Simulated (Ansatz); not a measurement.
The reference is SnTe in the rock salt structure (space group Fm-3m, No. 225; a = 6.3697 Å). Axes: x, y, z lie along the cube axes.

Method: r2SCAN (Ansatz, a quantum-chemistry and plane-wave program; PAW; 500 eV plane waves; without spin-orbit coupling).

Strains are applied to the cell and any free atomic positions relax; under biaxial strain the out-of-plane vector relaxes too.

One change was made to it. Results:

```json
[
 {"quantity": "band gap", "base": "0.13 eV", "after": "0.20 eV"},
 {"quantity": "energy relative to the base (free energy F)", "base": "0 meV/atom", "after": "+5.9 meV/atom"},
 {"quantity": "pressure (mean of the normal stresses, compression positive)", "base": "0.00 GPa", "after": "-1.21 GPa"}
]
```

Q: Name the change that was made.
A) biaxial strain +1.55 %, plane normal [001], relaxed out of plane
B) uniaxial strain ε_yy = −2.32 %
C) isotropic strain +1.72 %
D) tensor shear ε_xz = +1.43 %

A: A, biaxial strain +1.55 %, plane normal [001], relaxed out of plane. For comparison, the band gap in the other runs: isotropic strain +1.72 % gives 0.28 eV; uniaxial strain ε_yy = −2.32 % gives zero; tensor shear ε_xz = +1.43 % gives zero.

Spin-orbit coupling, missing from the scalar runs, can matter with Te. Stability against distortions was not tested. All final runs are without spin polarisation. A zero or small gap of SnTe can be the functional's error rather than a property of the material.
